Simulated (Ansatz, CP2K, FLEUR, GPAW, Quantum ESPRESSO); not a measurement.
**Code comparison for LuBi₂ClO₄ (P4/mmm, 8 atoms in the cell)**

Self-consistent single point.

```
CELL_PARAMETERS angstrom
      3.85715     0.00000     0.00000
      0.00000     3.85715     0.00000
      0.00000     0.00000     9.01524
ATOMIC_POSITIONS crystal
  Lu 0.00000 0.00000 0.00000
  Bi 0.50000 0.50000 0.27571
  Bi 0.50000 0.50000 0.72429
  Cl 0.00000 0.00000 0.50000
  O  0.50000 0.00000 0.85157
  O  0.50000 0.00000 0.14843
  O  0.00000 0.50000 0.85157
  O  0.00000 0.50000 0.14843
```

All programs got the same cell, k-point mesh and kind of occupations (some realise fixed ones as a very narrow smearing) (in Ansatz's words: kpoints.mp_grid.grid = 7 7 3; scf.occupations.method = fixed); potentials, basis and cutoffs are each program's usual ones.

```
code                                                                                             model  pressure (GPa)  largest force (eV/Å)  gap on the mesh (eV)  k-points           cutoff
----------------  ------------------------------------------------------------------------------------  --------------  --------------------  --------------------  --------  ---------------
GPAW                                     LDA (Perdew-Wang 92), GPAW PAW datasets LDA (gpaw-data 1.0.1)               –                 0.750                 1.254        20           950 eV
Ansatz                                                     LDA (PW92), default PAW files made with PBE           -7.74                 0.673                 1.251        20          default
CP2K              LDA (Pade form), GPW, DZVP-MOLOPT-SR-GTH basis, GTH-PADE potentials (GTH_POTENTIALS)           -5.72                 0.272                 1.095        74      grid 500 Ry
Quantum ESPRESSO                                 LDA (PZ), SSSP 1.1.2 precision (PBE) pseudopotentials           -7.02                 0.612                 1.202        20            65 Ry
FLEUR                     LDA (Perdew-Zunger), all-electron FLAPW (FLEUR), scalar-relativistic valence               –                 0.757                 1.320        20  Kmax 4.2 1/bohr
```

Size of the force on each atom (eV/Å): Sizes of forces hide their directions.

```json
[
 {"code": "GPAW", "Lu1": "0.000", "Bi2": "0.750", "Bi3": "0.750", "Cl4": "0.000", "O5": "0.242", "O6": "0.242", "O7": "0.242", "O8": "0.242"},
 {"code": "Ansatz", "Lu1": "0.000", "Bi2": "0.673", "Bi3": "0.673", "Cl4": "0.000", "O5": "0.171", "O6": "0.171", "O7": "0.171", "O8": "0.171"},
 {"code": "CP2K", "Lu1": "0.000", "Bi2": "0.272", "Bi3": "0.272", "Cl4": "0.000", "O5": "0.097", "O6": "0.097", "O7": "0.097", "O8": "0.097"},
 {"code": "Quantum ESPRESSO", "Lu1": "0.000", "Bi2": "0.612", "Bi3": "0.612", "Cl4": "0.000", "O5": "0.175", "O6": "0.175", "O7": "0.175", "O8": "0.175"},
 {"code": "FLEUR", "Lu1": "0.000", "Bi2": "0.757", "Bi3": "0.757", "Cl4": "0.000", "O5": "0.198", "O6": "0.198", "O7": "0.198", "O8": "0.198"}
]
```

A dash marks a value that a program does not give, or that is left out as unsure.

Gaps are read on the mesh. Another mesh or the band path gives a smaller gap, so these values are not converged in the mesh.

The spread over the programs that give each value: pressure within 2.02 GPa; largest force within 0.485 eV/Å; gap on the mesh within 0.225 eV.

The starting cell comes from a database of computed structures (which also holds hypothetical and non-ambient phases and stackings), without a prior relaxation at this level. On Ansatz's run: Spin-orbit coupling is off. In the base run, with a pressure of about -7 GPa the cell is away from its equilibrium volume at this level. Another mesh or the band path of this cell gives a smaller gap, so this value is not converged in the mesh.

Problem. Why do the programs differ, and what cannot be compared?

Solution. Differences of this kind can come from the potentials, where these differ, and from what each basis and cutoff leave unconverged. The valence holds different numbers of electrons (GPAW 86, Ansatz (a program for electronic structure) 86, CP2K 66, Quantum ESPRESSO 86, FLEUR 86). The zero of total energies and Fermi levels follows the potentials and each program's conventions, so they are not compared here. CP2K uses small atom-centred bases, whose incompleteness enters pressures, forces and empty levels differently from a plane-wave cutoff. FLEUR treats all electrons, but the usual bases taken here (sphere radii, linearisation, local orbitals, empty states) were not tested for convergence, so the values are no reference for the others. Ansatz's pressure is given at a fixed set of plane waves, as the other plane-wave codes print theirs; with its correction for the finite basis it is -7.21 GPa (the shift of 0.53 GPa shows how far the cutoff is from converged). The pressure of GPAW is left out: its cutoff lies under the one at which its stress was checked. The same LDA comes in different parametrisations, which differ slightly. The programs reduce the same mesh by symmetry to different extents, which changes the work and not the result. In the pressure, CP2K (by 1.66) lies more than 1 GPa from the median of the plane-wave programs. In the gap, CP2K (by 0.156) lies more than 0.12 eV from the median of the plane-wave programs. In the force vectors, CP2K (by 0.401) and FLEUR (by 0.084) lie more than 0.08 eV/Å from the median of the plane-wave programs.

Left out of this page: ABINIT (stopped by limits of time or memory).

Keys are those of Ansatz 0.2.
